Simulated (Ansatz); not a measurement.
The starting structures come from a database of crystals and need not be the phases stable at ambient conditions.

## Evanescent states of PbClF (P4/nmm, not sure to be the ambient phase, 6 atoms a cell, 20.4 Å³ an atom, -2 GPa at this level) along the normal of (001)

These are PBEsol (plane waves, PAW; Ansatz, a quantum-chemistry and plane-wave program) values and carry that method's errors.

The gap is the functional's own. No spin-orbit coupling. Mid-gap values are interpolated on the energy grid.

Energies count from the valence-band top; κ is the least over a 8×8 mesh across the current.

```
E (eV)  κ (1/Å)  where
------  -------  -----
0.09      0.190      Γ
0.26      0.241      Γ
0.42      0.270      Γ
0.59      0.290      Γ
0.77      0.304      Γ
0.94      0.314      Γ
1.10      0.322      Γ
1.27      0.326      Γ
1.45      0.329      Γ
1.61      0.330      Γ
1.78      0.311      Γ
1.96      0.295      Γ
2.12      0.280      Γ
2.29      0.265      Γ
2.46      0.248      Γ
2.63      0.228      Γ
2.81      0.204      Γ
2.98      0.175      Γ
3.15      0.135      Γ
3.31      0.070      Γ
```

**Question.** How thick must the barrier be to attenuate the transmission by 10^4 when the electrodes' Fermi level lies at 1.61 eV, and what attenuation does that film give at 0.09 eV?

**Answer.** d = 4 ln 10 / (2 × 0.330) = 14.0 Å. At 0.09 eV it gives 4 × 0.190/0.330 = 2.3 decades.
